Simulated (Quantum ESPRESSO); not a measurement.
```yaml
crystal:
  lattice:
    - [2.68118, 1.54798, 4.33916]
    - [-2.68118, 1.54798, 4.33916]
    - [0.00000, -3.09596, 4.33916]
  atoms:
    - { symbol: Co, position: [0.50986, 0.00956, 0.98610], spin: 3.0 }
    - { symbol: Co, position: [0.99968, 0.50514, 0.00084], spin: 3.0 }
    - { symbol: Co, position: [0.99874, 0.99022, 0.50243], spin: 3.0 }
    - { symbol: Sn, position: [0.49726, 0.49601, 0.51457] }
    - { symbol: Sn, position: [0.00468, 0.00765, 0.00477] }
    - { symbol: S, position: [0.69911, 0.73236, 0.70872] }
    - { symbol: S, position: [0.29067, 0.25905, 0.28257] }
```
(The spins are starting values, not results.)

Computed with LDA (PZ), PSlibrary PAW (LDA) pseudopotentials (plane waves; Quantum ESPRESSO).

The set-up and first iterations of a Quantum ESPRESSO log for Co3Sn2S2 (P1, 7 atoms in the cell):

```
     file Co.pz-n-kjpaw_psl.1.0.0.UPF: wavefunction(s)  4S 3D renormalized
     file Sn.pz-dn-kjpaw_psl.1.0.0.UPF: wavefunction(s)  5S 5P 4D renormalized
     file S.pz-n-kjpaw_psl.1.0.0.UPF: wavefunction(s)  3S 3P renormalized
     G-vector sticks info
     --------------------
     sticks:   dense  smooth     PW     G-vecs:    dense   smooth      PW
     Sum        2323    1539    443                73835    40245    6255

     bravais-lattice index     =            0
     lattice parameter (alat)  =      10.0730  a.u.
     unit-cell volume          =     729.1964 (a.u.)^3
     number of atoms/cell      =            7
     number of atomic types    =            3
     number of electrons       =        67.00
     number of Kohn-Sham states=           41
     kinetic-energy cutoff     =      55.0000  Ry
     charge density cutoff     =     330.0000  Ry
     scf convergence threshold =      1.0E-10
     mixing beta               =       0.4000
   [... lines left out ...]
     atomic species   magnetization
     Co              0.333
     Sn              0.000
     S               0.000

     No symmetry found

   Cartesian axes

     site n.     atom                  positions (alat units)
         1        Co     tau(   1) = (   0.2516525   0.1589157   0.4115127  )
         2        Co     tau(   2) = (  -0.2542459   0.1461141   0.4116324  )
         3        Co     tau(   3) = (   0.0042845  -0.2950189   0.4000120  )
         4        Sn     tau(   4) = (   0.0006257  -0.0104180   1.2274364  )
         5        Sn     tau(   5) = (  -0.0014909   0.0008102   0.0139249  )
         6        S      tau(   6) = (  -0.0167272   0.0040724   1.7422009  )
         7        S      tau(   7) = (   0.0159018  -0.0044751   0.6775120  )

     number of k points=    36  Fermi-Dirac smearing, width (Ry)=  0.0100
                       cart. coord. in units 2pi/alat
        k(    1) = (   0.0000000   0.0000000   0.0000000), wk =   0.0156250
        k(    2) = (   0.0000000  -0.2869551   0.1023703), wk =   0.0312500
        k(    3) = (   0.0000000   0.5739101  -0.2047405), wk =   0.0156250
   [... 33 lines left out ...]

     Dense  grid:    73835 G-vectors     FFT dimensions: (  60,  60,  60)

     Smooth grid:    40245 G-vectors     FFT dimensions: (  48,  48,  48)

     Initial potential from superposition of free atoms

     starting charge      66.9971, renormalised to      67.0000
     Self-consistent Calculation

     iteration #  1     ecut=    55.00 Ry     beta= 0.40

     total energy              =   -1461.22319554 Ry
     estimated scf accuracy    <       3.01283435 Ry

     total magnetization       =     1.90 Bohr mag/cell
     absolute magnetization    =     2.26 Bohr mag/cell

     iteration #  2     ecut=    55.00 Ry     beta= 0.40

     total energy              =   -1460.88589865 Ry
     estimated scf accuracy    <      18.12779432 Ry

     total magnetization       =     4.60 Bohr mag/cell
     absolute magnetization    =     4.79 Bohr mag/cell

     iteration #  3     ecut=    55.00 Ry     beta= 0.40

     total energy              =   -1462.52563285 Ry
     estimated scf accuracy    <       0.33789334 Ry

     total magnetization       =     2.36 Bohr mag/cell
     absolute magnetization    =     2.87 Bohr mag/cell
```

Problem. Will this run converge, and how will it end?

Solution. The run converged in 26 iterations. Convergence of the loop says nothing yet on basis, mesh or lower states. It ends on: free energy E − TS -19900.3201 eV; Fermi level (on the code's own zero) 12.48 eV; pressure -7.33 GPa; largest force (vector length) 1.420 eV/Å; size of the cell's spin moment 0.00 μB. The log goes on:

```
   [... 21 blocks of this kind left out ...]

     iteration # 25     ecut=    55.00 Ry     beta= 0.40

     total energy              =   -1462.64654942 Ry
     estimated scf accuracy    <          1.2E-10 Ry

     total magnetization       =     0.00 Bohr mag/cell
     absolute magnetization    =     0.00 Bohr mag/cell

     iteration # 26     ecut=    55.00 Ry     beta= 0.40

     Magnetic moment per site  (integrated on atomic sphere of radius R)
     atom   1 (R=0.161)  charge=  6.8409  magn=  0.0000
     atom   2 (R=0.161)  charge=  6.7991  magn=  0.0000
     atom   3 (R=0.161)  charge=  6.8265  magn=  0.0000
     atom   4 (R=0.199)  charge= 11.1362  magn= -0.0000
     atom   5 (R=0.199)  charge= 11.1265  magn= -0.0000
     atom   6 (R=0.161)  charge=  3.1755  magn=  0.0000
     atom   7 (R=0.161)  charge=  3.1902  magn=  0.0000
     End of self-consistent calculation

     the Fermi energy is    12.4757 ev

!    total energy              =   -1462.64654942 Ry
     estimated scf accuracy    <          5.0E-11 Ry
     smearing contrib. (-TS)   =      -0.02099932 Ry
     internal energy E=F+TS    =   -1462.62555010 Ry

     total magnetization       =     0.00 Bohr mag/cell
     absolute magnetization    =     0.00 Bohr mag/cell

     convergence has been achieved in  26 iterations

     Forces acting on atoms (cartesian axes, Ry/au):

     atom    1 type  1   force =     0.00848653   -0.01785057   -0.01305375
     atom    2 type  1   force =    -0.00735760   -0.00711643   -0.01083530
     atom    3 type  1   force =     0.00246278    0.01490539    0.00675552
     atom    4 type  2   force =    -0.00234178    0.02137748   -0.00841299
     atom    5 type  2   force =     0.00050292   -0.00109037   -0.02415191
     atom    6 type  3   force =     0.03046696   -0.01050234    0.04483364
     atom    7 type  3   force =    -0.03221982    0.00027684    0.00486479

     Total force =     0.079282     Total SCF correction =     0.000005

          total   stress  (Ry/bohr**3)                   (kbar)     P=      -73.28
  -0.00055834   0.00007550  -0.00016411          -82.13       11.11      -24.14
   0.00007550  -0.00047844   0.00001683           11.11      -70.38        2.48
  -0.00016411   0.00001683  -0.00045769          -24.14        2.48      -67.33

   JOB DONE.
```

For comparison: a first run was changed to give this one (atoms moved at random), and from it to this one the free energy rises by 29.4 meV/atom, the pressure stays near -7.33 GPa while the yy stress (positive for compression) goes from -7.71 to -7.04 GPa and the largest force goes from 0.239 to 1.420 eV/Å.

The starting cell comes from a database of computed structures (which also holds hypothetical and non-ambient phases and stackings), without a prior relaxation at this level. For this run, on top of that: atoms moved at random. The starting moments vanished: the run ended non-magnetic, which need not be the lowest state. With a pressure of about -7 GPa the cell is away from its equilibrium volume at this level. Forces in this geometry exceed 1 eV/Å.

The run was DFT, LDA (PZ), plane waves, PSlibrary PAW (LDA) pseudopotentials. Main settings of its input:

```
key                          value
-----------  ---------------------
ecutwfc                      55 Ry
ecutrho                     330 Ry
occupations               smearing
smearing                        fd
degauss               0.0099958 Ry
nspin                            2
K_POINTS     automatic 4 4 4 0 0 0
conv_thr                  1e-10 Ry
mixing_beta                    0.4
```
